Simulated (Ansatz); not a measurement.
An Ansatz (an electronic-structure program) input (Ansatz, PBEsol, PAW, cutoff 420 eV, no SOC):

Ansatz 0.2 input:
```yaml
crystal:
  lattice:
    - [0, 2.5870518749, 2.5870518749]
    - [2.5870518749, 0, 2.5870518749]
    - [2.5870518749, 2.5870518749, 0]
  atoms:
    - { symbol: K, position: [0, 0, 0] }
    - { symbol: F, position: [0.5, 0.5, 0.5] }
basis: { ecutwfc: 420, ecutrho_ratio: 4, xc_grid: 2, fft_grid_basis: typed }
kpoints: { mp_grid: { grid: [11, 11, 11] } }
hamiltonian:
  xc: pbesol
  dispersion: none
  pseudopotentials: { kind: paw }
scf: { occupations: { method: fermi_dirac, width: 0.05 }, convergence: { dr2_threshold: 0.0000000002 } }
relax: { f_tol: 0.005, max_steps: 50 }
output: { forces: true, stress: true }
checkpoint: { write: state.ck, write_every: 1000 }
```

Question: Which symmetry and how many k-points will the program report, and about how many plane waves at Γ?

Answer: Space group Fm-3m (ITA 225) with 48 operations, k-points 56 of 1331, and 645 plane waves at Γ.

Question: And the final pressure?

Answer: 3.03 GPa (compression positive).

The cells carry an imposed strain or load. Whether these cells are dynamically stable was not tested. The cell was made from KF in the rock salt structure (space group Fm-3m, No. 225) by this change: isotropic strain −2.50 %.
